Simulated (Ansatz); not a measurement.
**Pressure series in W**

Start from W in the bcc (W type) structure (space group Im-3m, No. 229; a = 3.170 Å).

Cell and atoms are relaxed at each pressure.

Calculations: r2SCAN (Ansatz, a first-principles code, PAW, without spin-orbit coupling), earlier PAW set.

Notes on the quantities. enthalpy: H = E + PV relative to the base's energy.

| case | volume per atom | enthalpy |
|---|---|---|
| base | 15.93 Å³ | – |
| pressure −2 GPa | 16.03 Å³ | -0.20 eV/atom |
| pressure −1 GPa | 15.98 Å³ | -0.10 eV/atom |
| pressure 3 GPa | 15.78 Å³ | +0.30 eV/atom |
| pressure 7 GPa | 15.59 Å³ | +0.69 eV/atom |
| pressure 15 GPa | 15.25 Å³ | +1.46 eV/atom |
| pressure 30 GPa | 14.70 Å³ | +2.86 eV/atom |
| pressure 50 GPa | 14.09 Å³ | +4.66 eV/atom |
| pressure 75 GPa | 13.47 Å³ | +6.80 eV/atom |
| pressure 100 GPa | 12.96 Å³ | +8.87 eV/atom |

Load acts through the strain it causes; cell and atoms are relaxed under it. No phonon test of stability was made. No other phases were tried under pressure. The final runs are not spin-polarised.
